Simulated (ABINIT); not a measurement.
# Worked example: self-consistent single point of Pd (Fm-3m, 1 atom in the cell) in ABINIT

Method of the run: PBE, PAW (JTH v2.0 PBE PAW) (plane waves; ABINIT).

This input was run:

```
# Pd, JTH v2.0 PBE PAW
pp_dirpath "./"
pseudos "Pd.GGA_PBE-JTH.xml"
acell 3*1.0
rprim
        -0.0000000000    3.6865438643    3.6865438643
         3.6865438643    0.0000000000    3.6865438643
         3.6865438643    3.6865438643   -0.0000000000
natom 1
ntypat 1
znucl 46
typat 1
xred    0.0000000000    0.0000000000    0.0000000000
ecut 24
pawecutdg 48
pawxcdev 0
occopt 3
tsmear 0.1 eV
nband 14
kptopt 1
ngkpt 8 8 8
nshiftk 1
shiftk 0 0 0
nstep 50
toldfe 1.0e-09
prtwf 0
prtden 0
enunit 2
```

Output, abridged:

```
 Symmetries : space group Fm -3 m (#225); Bravais cF (face-center cubic)

 -outvars: echo values of preprocessed input variables --------
            acell      1.0000000000E+00  1.0000000000E+00  1.0000000000E+00 Bohr
             ecut      2.40000000E+01 Hartree
           enunit           2
              ixc     -101130
         kptrlatt        8    0    0      0    8    0      0    0    8
          kptrlen      4.17084826E+01
            natom           1
            nband          14
            ngfft          24      24      24
          ngfftdg          36      36      36
             nkpt          29
            nstep          50
             nsym          48
           ntypat           1
           occopt           3
        pawecutdg      4.80000000E+01 Hartree
         pawxcdev           0
            rprim     -0.0000000000E+00  3.6865438643E+00  3.6865438643E+00
                       3.6865438643E+00  0.0000000000E+00  3.6865438643E+00
                       3.6865438643E+00  3.6865438643E+00 -0.0000000000E+00
          spgroup         225
           toldfe      1.00000000E-09 Hartree
           tsmear      3.67493254E-03 Hartree
            typat      1
           useylm           1
            znucl       46.00000

== DATASET  1 ==================================================================

 Real(R)+Recip(G) space primitive vectors, cartesian coordinates (Bohr,Bohr^-1):
 R(1)=  0.0000000  3.6865439  3.6865439  G(1)= -0.1356284  0.1356284  0.1356284
 R(2)=  3.6865439  0.0000000  3.6865439  G(2)=  0.1356284 -0.1356284  0.1356284
 R(3)=  3.6865439  3.6865439  0.0000000  G(3)=  0.1356284  0.1356284 -0.1356284
 Unit cell volume ucvol=  1.0020473E+02 bohr^3
 Angles (23,13,12)=  6.00000000E+01  6.00000000E+01  6.00000000E+01 degrees

 Coarse grid specifications (used for wave-functions):

 getcut: wavevector=  0.0000  0.0000  0.0000  ngfft=  24  24  24
         ecut(hartree)=     24.000   => boxcut(ratio)=   2.08740

 Fine grid specifications (used for densities):

 getcut: wavevector=  0.0000  0.0000  0.0000  ngfft=  36  36  36
         ecut(hartree)=     48.000   => boxcut(ratio)=   2.21402

   8.19652814E+02                                ecore*ucvol(ha*bohr**3)

_setup2: Arith. and geom. avg. npw (full set) are     562.189     562.168

--- !BeginCycle
solver: {iscf: 17, nstep: 50, nline: 4, wfoptalg: 10, }
tolerances: {toldfe: 1.00E-09, }
...

     iter   Etot(hartree)      deltaE(h)  residm     nres2
 ETOT  1  -124.50527513559    -1.245E+02 6.943E+01 8.060E+01
 ETOT  2  -128.83329388796    -4.328E+00 1.664E-01 4.092E+01
 ETOT  3  -128.81874504065     1.455E-02 1.193E-01 8.154E+00
 ETOT  4  -128.82300637933    -4.261E-03 8.543E-02 7.535E+00
 ETOT  5  -128.82314244694    -1.361E-04 1.450E-02 6.859E+00
 ETOT  6  -128.82091921895     2.223E-03 4.721E-03 2.948E+00
   [... 17 lines left out ...]
 ETOT 24  -128.82004481570     5.813E-08 7.368E-06 1.070E-06
 ETOT 25  -128.82004482309    -7.395E-09 1.916E-05 1.837E-06
 ETOT 26  -128.82004482174     1.357E-09 9.880E-06 4.766E-08
 ETOT 27  -128.82004482196    -2.241E-10 1.614E-05 4.398E-08
 ETOT 28  -128.82004482195     1.620E-11 7.625E-06 3.768E-09

 At SCF step   28, etot is converged :
  for the second time, diff in etot=  1.620E-11 < toldfe=  1.000E-09

 Cartesian components of stress tensor (hartree/bohr^3)
  sigma(1 1)= -2.12821584E-04  sigma(3 2)=  0.00000000E+00
  sigma(2 2)= -2.12821584E-04  sigma(3 1)=  0.00000000E+00
  sigma(3 3)= -2.12821584E-04  sigma(2 1)=  0.00000000E+00

 ----iterations are completed or convergence reached----

 reduced coordinates (array xred) for    1 atoms
       0.000000000000      0.000000000000      0.000000000000
 cartesian forces (eV/Angstrom) at end:
    1     -0.00000000000000    -0.00000000000000    -0.00000000000000
 frms,max,avg= 0.0000000E+00 0.0000000E+00   0.000E+00  0.000E+00  0.000E+00 e/A
 length scales=  1.000000000000  1.000000000000  1.000000000000 bohr
              =  0.529177208590  0.529177208590  0.529177208590 angstroms
 Fermi (or HOMO) energy (hartree) =   0.43036   Average Vxc (hartree)=  -0.46019
 Eigenvalues (hartree) for nkpt=  29  k points:
 kpt#   1, nband= 14, wtk=  0.00195, kpt=  0.0000  0.0000  0.0000 (reduced coord)
  -2.66369   -1.39620   -1.39620   -1.39620    0.16461    0.32427    0.32427    0.32427
   0.38288    0.38288    1.05514    1.22982    1.22982    1.22982
      occupation numbers for kpt#   1
   2.00000    2.00000    2.00000    2.00000    2.00000    2.00000    2.00000    2.00000
   2.00000    2.00000    0.00000    0.00000    0.00000    0.00000
 prteigrs : prtvol=0 or 1, do not print more k-points.

 Fermi (or HOMO) energy (eV) =  11.71072   Average Vxc (eV)= -12.52244
 Eigenvalues (   eV  ) for nkpt=  29  k points:
 kpt#   1, nband= 14, wtk=  0.00195, kpt=  0.0000  0.0000  0.0000 (reduced coord)
 -72.48274  -37.99258  -37.99258  -37.99258    4.47937    8.82371    8.82371    8.82371
  10.41876   10.41876   28.71176   33.46515   33.46515   33.46515
 prteigrs : prtvol=0 or 1, do not print more k-points.

--- !EnergyTerms
comment             : Components of total free energy in Hartree
kinetic             :  1.32781178664236E+01
hartree             :  1.45544904445087E+01
xc                  : -4.28285163988585E+00
Ewald energy        : -1.00737666951302E+02
psp_core            :  8.17978185331375E+00
local_psp           : -4.99744067029122E+01
spherical_terms     : -9.83518846259322E+00
internal            : -1.28817723592447E+02
'-kT*entropy'       : -2.27604898955076E-03
total_energy        : -1.28819999641437E+02
total_energy_eV     : -3.50537045908820E+03
...

-Cartesian components of stress tensor (GPa)         [Pressure=  6.2614E+00 GPa]
- sigma(1 1)= -6.26142613E+00  sigma(3 2)=  0.00000000E+00
- sigma(2 2)= -6.26142613E+00  sigma(3 1)=  0.00000000E+00
- sigma(3 3)= -6.26142613E+00  sigma(2 1)=  0.00000000E+00

 Calculation completed.
```

The run converged in 28 iterations.

The starting cell has typed, rounded lattice constants, without a prior relaxation at this level. Its lattice was rescaled by up to half a per cent. Spin polarisation is off. With a pressure of about 6 GPa the cell is away from its equilibrium volume at this level.

Cost on one core of a shared machine: roughly 40 s.
